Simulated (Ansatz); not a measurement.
Input:

```
CELL_PARAMETERS angstrom
      3.96023     0.00000     0.00000
     -1.98012     3.42966     0.00000
      0.00000     0.00000     6.59182
ATOMIC_POSITIONS crystal
  Ga 0.33333 0.66667 0.00124
  Ga 0.66667 0.33333 0.50124
  As 0.33333 0.66667 0.37376
  As 0.66667 0.33333 0.87376
```

The numbers are results of r2SCAN with spin-orbit coupling, rigid bands (plane waves, PAW; Ansatz, a program for electronic structure), not measurements. Condition of this run: biaxial stress in the c plane of 1.2 GPa (compression positive) (the target of the relaxation). Cell: cell and atoms relaxed with PBEsol, then loaded as said.

### Question
What conductivity effective mass do dilute electrons have at 300 K?

### Answer
0.074 (x), 0.074 (y), 0.058 (z) mₑ.

### Question
Predict the hole conductivity mass (n e² τ/σ) at 300 K, by direction if it differs.

### Answer
0.28 (x), 0.28 (y), 0.91 (z) mₑ.

### Question
And the band gap?

### Answer
0.94 eV at this level; semilocal functionals usually fall short of the measured gap.

Rigid bands, one relaxation time for all states, no polarons. Geometry: cell and atoms relaxed with PBEsol.
